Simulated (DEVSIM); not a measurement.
System: illuminated Si n-on-p cell, one wavelength, with a back-surface field, at 400 K.

Layer 1 from the left is Si, thickness (μm) 0.780, Nd (cm⁻³) 8.3e17, τn (s) 3.1e-6, τp (s) 6.8e-7, absorption coefficient (cm⁻¹) 210. Layer 2 from the left is Si, thickness (μm) 93.0, Na (cm⁻³) 2.2e17, τn (s) 7.1e-6, τp (s) 7.1e-6, absorption coefficient (cm⁻¹) 210. Layer 3 from the left is Si, thickness (μm) 0.220, Na (cm⁻³) 7.2e18, τn (s) 7.1e-6, τp (s) 7.1e-6, absorption coefficient (cm⁻¹) 210.

Left contact: ohmic, minority hole recombination velocity 1e5 cm/s. Right contact: ohmic, minority electron recombination velocity 1e5 cm/s. Voltage is applied to the left contact. Recombination: SRH at mid-gap, radiative, Auger. Gap narrowing is on: ΔEg = 6.92 meV × (l + √(l² + 0.5)), l = ln(N/1.3e17 cm⁻³), shared equally by both band edges. Light enters at the left, 2e18 photons cm⁻² s⁻¹, one pass, no reflection. Mobility is constant in doping.

The device is made up for the run: typed textbook-type constants, with dimensions and the other settings drawn at random. Values at 300 K; Nc and Nv go as T^1.5, mobilities as T to minus their exponent, the gap by Varshni's rule with the affinity fixed.

Si: gap (eV) 1.124, affinity (eV) 4.05, permittivity 11.7, Nc (cm⁻³) 2.86e19, Nv (cm⁻³) 3.1e19, μn (cm²/Vs) 1417, μp (cm²/Vs) 470, T exponent of μn 2.3, T exponent of μp 2.2, B (cm³/s) 4.7e-15, Cn (cm⁶/s) 2.8e-31, Cp (cm⁶/s) 9.9e-32, Varshni α (eV/K) 0.000473, Varshni β (K) 636.

DEVSIM, 1D drift-diffusion, Boltzmann statistics, complete ionisation; no tunnelling, impact ionisation, image-force lowering or self-heating.

Task: What does the simulation give for the potential step across the device at zero bias, the short-circuit current, the dark forward voltage at 1 A/cm²?

Result: potential step across the device at zero bias 0.853 V; short-circuit current 192 mA/cm²; dark forward voltage at 1 A/cm² 0.485 V.
